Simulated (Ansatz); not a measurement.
The starting structures come from a database of crystals and need not be the phases stable at ambient conditions.

By PBEsol, the system below comes out a metal.

Data:

```
WP2
1.0
    3.19052     0.00000     0.00000
    1.59526     4.23904     0.00000
    1.59526    -0.57470     6.52271
P W
4 2
Cartesian
  1.59526   3.15881   0.16307
  4.78578   0.50553   6.35964
  4.78578   3.04324   3.91115
  1.59526   0.62110   2.61156
  3.19052   2.41303   1.91102
  3.19052   1.25131   4.61169
```

Space group of this cell: C2/m. The cell is taken as given; by PBEsol its mean pressure is -3.4 GPa.

The current runs along the normal of the first two printed vectors. All runs by Ansatz (a program for electronic structure), plane waves and PAW, without spin-orbit coupling; the base is PBEsol.

```json
[
 {"run": "base", "mean pressure (GPa)": "-3.4", "G/A, both spins (10¹⁵ S/m²)": "0.39"},
 {"run": "all lengths scaled by 0.98", "mean pressure (GPa)": "10.6", "G/A, both spins (10¹⁵ S/m²)": "___"},
 {"run": "all lengths scaled by 1.02", "mean pressure (GPa)": "-13.9", "G/A, both spins (10¹⁵ S/m²)": "0.38"},
 {"run": "lengths across the current scaled by 0.98, ions clamped", "mean pressure (GPa)": "5.2", "G/A, both spins (10¹⁵ S/m²)": "___"},
 {"run": "lengths across the current scaled by 1.02, ions clamped", "mean pressure (GPa)": "-10.3", "G/A, both spins (10¹⁵ S/m²)": "0.42"},
 {"run": "lengths along the current scaled by 0.97, ions clamped", "mean pressure (GPa)": "4.0", "G/A, both spins (10¹⁵ S/m²)": "___"}
]
```

Q: Some entries are withheld; supply them.

A: 
- all lengths scaled by 0.98, G/A, both spins (10¹⁵ S/m²): 0.40
- lengths across the current scaled by 0.98, ions clamped, G/A, both spins (10¹⁵ S/m²): 0.35
- lengths along the current scaled by 0.97, ions clamped, G/A, both spins (10¹⁵ S/m²): 0.45
